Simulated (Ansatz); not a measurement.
Consider Hf in the hcp (Mg type) structure (space group P6_3/mmc, No. 194; a = 3.159 Å, c = 5.000 Å).

Structures relaxed with PBEsol (Ansatz, a quantum-chemistry and plane-wave program, PAW, no spin-orbit coupling).

Base:

Simulated powder pattern, Cu Kα1, λ = 1.54056 Å (kinematic, ideal powder, no thermal factors, no anomalous dispersion; the 10 strongest lines at most, above 2 %, up to 2θ = 90°):

| 2θ (°) | I/Imax (%) | hkl |
|---|---|---|
| 32.71 | 24 | (100) |
| 35.89 | 25 | (002) |
| 37.44 | 100 | (101) |
| 49.34 | 16 | (102) |
| 58.37 | 19 | (110) |
| 65.53 | 20 | (103) |
| 70.46 | 22 | (112) |
| 71.44 | 16 | (201) |
| 79.87 | 3.9 | (202) |
| 85.30 | 3.4 | (104) |

It is then changed as follows: Zr takes the place of Hf on all its sites; the structure is relaxed again.

Problem. Predict the new powder pattern.

Solution. 
Simulated powder pattern, Cu Kα1, λ = 1.54056 Å (kinematic, ideal powder, no thermal factors, no anomalous dispersion; the 10 strongest lines at most, above 2 %, up to 2θ = 90°):

```tsv
2θ (°)	d (Å)	I/Imax (%)	hkl
32.44	2.758	24	(100)
35.05	2.558	26	(002)
37.00	2.428	100	(101)
48.50	1.876	15	(102)
57.87	1.592	18	(110)
64.15	1.451	19	(103)
69.48	1.352	20	(112)
70.70	1.331	15	(201)
78.78	1.214	3.6	(202)
83.18	1.160	3.2	(104)
```

The indices refer to each structure's own conventional cell; one index is shown for lines that coincide.

Stability against distortions was not tested. All final runs are without spin polarisation.
